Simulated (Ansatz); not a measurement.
Take NaReO₃ in the cubic perovskite structure (space group Pm-3m, No. 221; a = 3.8373 Å; a cell from a computed database, its experimental status unchecked) as the base.

Calculations: Ansatz (an electronic-structure program), PBEsol, PAW, cutoff 420 eV, no SOC.

Base values:

| Item | Value |
|---|---|
| Volume per atom | 11.30 Å³ |

The change: every Re is replaced by Ti; the structure is relaxed again.

Question: What happens to the volume per atom?

Answer: The volume per atom rises by 0.105 Å³, from 11.30 Å³ to 11.41 Å³.

No phonon test of stability was made. For NaTiO3 in this form, whether it has been made was not checked. No Hubbard U is applied, and correlation can decide whether such a compound is a metal. The final runs are not spin-polarised. An odd electron count without spin: NaTiO3. Many cubic perovskites are stable only at high temperature; tilts and polar distortions were not tested.
